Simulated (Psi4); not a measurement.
Psi4 1.11, unrestricted PBE/def2-svpd: chlorobenzene cation (Clc1ccccc1), charge +1, multiplicity 2, 12 atoms. The geometry is a generated start, not checked to be a minimum at this level.

| Quantity | Result |
|---|---|
| task | energy |
| method | pbe |
| basis | def2-svpd |
| memory | 3 GB |
| maxiter | 100 |
| keys of the molecule block | symmetry c1 |
| scf_type | df (default) |
| guess | auto, which took SAD (default) |
| scf_initial_accelerator | adiis (default) |
| e_convergence | 1e-06 (default) |
| d_convergence | 1e-06 (default) |
| dft_radial_points | 75 (default) |
| dft_spherical_points | 302 (default) |
| basis functions | 187 |
| grid points | 255747 |

```xyz
12

Cl     3.0433     0.2079    -0.0108
C      1.3168     0.0900    -0.0056
C      0.5546     1.2467     0.0075
C     -0.8262     1.1448     0.0126
C     -1.4362    -0.0984     0.0051
C     -0.6629    -1.2468    -0.0073
C      0.7188    -1.1593    -0.0129
H      1.0372     2.2119     0.0126
H     -1.4255     2.0429     0.0224
H     -2.5133    -0.1711     0.0103
H     -1.1336    -2.2184    -0.0113
H      1.3270    -2.0502    -0.0226
```

Charge 1 and multiplicity 2 are set for this test and not shown to be the ground state.

One run each on 2 threads. Values of diis_max_vecs tried: 3, 6, 10 (default), 20.

Task: Predict the course of the SCF iterations along this series.

Result: Fewest SCF iterations, within one of each other: 6 with 13, 10 (default) with 13, 20 with 13. The run ends without SCF convergence in 100 iterations at 3.

| diis_max_vecs | SCF iterations | end |
|---|---|---|
| 3 | 100 | no convergence |
| 6 | 13 | same solution |
| 10 (default) | 13 | same solution |
| 20 | 13 | same solution |
